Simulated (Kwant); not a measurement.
Model: Hückel tight-binding model, one pz orbital an atom, one spin, coherent transport at 0 K (Kwant). Conductance is in e²/h.

Model system: π system c1ccc(cc1)-c1ccccc1 between two chain leads. The π system is taken as planar. Atoms are numbered from 0 in the order of the SMILES. Site energies (eV, carbon 0): [0.0, 0.0, 0.0, 0.0, 0.0, 0.0, 0.0, 0.0, 0.0, 0.0, 0.0, 0.0]. Bonds (i, j, β in eV): (0,1,-2.7) (1,2,-2.7) (2,3,-2.7) (3,4,-2.7) (4,5,-2.7) (3,6,-2.7) (6,7,-2.7) (7,8,-2.7) (8,9,-2.7) (9,10,-2.7) (10,11,-2.7) (5,0,-2.7) (11,6,-2.7). Leads: chains of hopping −4.1 eV, joined by −0.81 eV to atoms 2 and 7.

Site energies and bond integrals are typed Hückel values.

Sweep values stay those of the base run.

One input was changed, with this effect: transmission at E = 0 0.00088 → 0.0035.

Question: Which change was it?
(A) contacts moved from atoms [2, 7] to [0, 9]
(B) contacts moved from atoms [2, 7] to [0, 1]
(C) contacts moved from atoms [2, 7] to [2, 4]
(D) contacts moved from atoms [2, 7] to [0, 8]
(E) contacts moved from atoms [2, 7] to [0, 7]
(F) contacts moved from atoms [2, 7] to [1, 7]

Answer: B, contacts moved from atoms [2, 7] to [0, 1]
